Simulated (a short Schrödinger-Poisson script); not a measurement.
MOS inversion layer, Al2O3 on p-type Ge(111)

Structure: MOS inversion layer, Al2O3 on p-type Ge(111), at 300 K.

```
layer  material  thickness (nm)  Na (cm⁻³)
-----  --------  --------------  ---------
1         Al2O3             6.9          -
2            Ge             520     6.3e17
```

Constants are typed, rounded textbook-type inputs, not results; the design itself was drawn at random and stands for no fabricated device. Al2O3: permittivity 9, conduction-band edge (eV) 2.65, gap (eV) 6.8, electron mass (mₑ) 0.3. Ge: permittivity 16, conduction-band edge (eV) 0, gap (eV) 0.664, Nv at 300 K (cm⁻³) 6e18.

Channel valleys (confinement mass, in-plane density-of-states mass, number): L1 1.59, 0.08, 1; L3 0.09, 0.34, 3. At the gate the conduction-band edge of layer 1 lies 2.78 eV − eVg above the Fermi level of the channel; the field vanishes at the back. Gaps are held at their typed values at every temperature. Mesh 0.03 nm at interfaces.

Solved with a short Schrödinger-Poisson script written for these runs: 1D Poisson equation in equilibrium, electrons quantum, Hartree (BenDaniel-Duke, 12 states a valley, the channel's in-plane mass for all, wave functions ending at the dielectric), parabolic valleys, classical holes, full ionisation, no traps, pinning or gate leakage.

| Vg (V) | electrons (cm⁻²) | C (μF/cm²) | L1 E0 (meV) | L1 E1 (meV) | L3 E0 (meV) | L3 E1 (meV) |
|---|---|---|---|---|---|---|
| 0.1 | 4.97e6 | 0.344 | 332.1 | 367.5 | 406.2 | 486.2 |
| 0.2 | 5.96e7 | 0.319 | 264.6 | 303.0 | 345.3 | 434.4 |
| 0.3 | 8.08e8 | 0.301 | 194.8 | 235.9 | 281.4 | 378.3 |
| 0.4 | 1.15e10 | 0.316 | 124.2 | 167.7 | 216.1 | 319.9 |
| 0.5 | 1.16e11 | 0.519 | 62.3 | 108.2 | 159.1 | 268.4 |
| 0.6 | 4.43e11 | 0.753 | 24.0 | 72.4 | 125.4 | 238.2 |
| 0.7 | 9.09e11 | 0.855 | 0.8 | 51.7 | 106.8 | 221.7 |
| 0.8 | 1.43e12 | 0.902 | -16.1 | 37.5 | 94.4 | 211.1 |
| 0.9 | 1.99e12 | 0.928 | -29.9 | 26.4 | 85.2 | 203.5 |
| 1 | 2.56e12 | 0.945 | -42.0 | 17.2 | 77.9 | 197.5 |
| 1.1 | 3.15e12 | 0.957 | -52.9 | 9.1 | 71.7 | 192.7 |
| 1.2 | 3.74e12 | 0.966 | -63.0 | 1.9 | 66.4 | 188.7 |
| 1.3 | 4.34e12 | 0.974 | -72.6 | -4.7 | 61.7 | 185.3 |
| 1.4 | 4.94e12 | 0.979 | -81.6 | -10.8 | 57.6 | 182.4 |
| 1.5 | 5.55e12 | 0.984 | -90.4 | -16.6 | 53.8 | 179.9 |
| 1.6 | 6.16e12 | 0.989 | -98.8 | -22.0 | 50.3 | 177.6 |
| 1.7 | 6.78e12 | 0.992 | -107.0 | -27.2 | 47.1 | 175.7 |
| 1.8 | 7.40e12 | 0.996 | -114.9 | -32.1 | 44.1 | 173.9 |
| 1.9 | 8.02e12 | 0.999 | -122.7 | -36.9 | 41.3 | 172.3 |

Gate voltages with under 1e6 electrons/cm² are left out.

Subbands count from the Fermi level.

Only the L valleys are kept; under strong confinement the Δ valleys of Ge fill too.
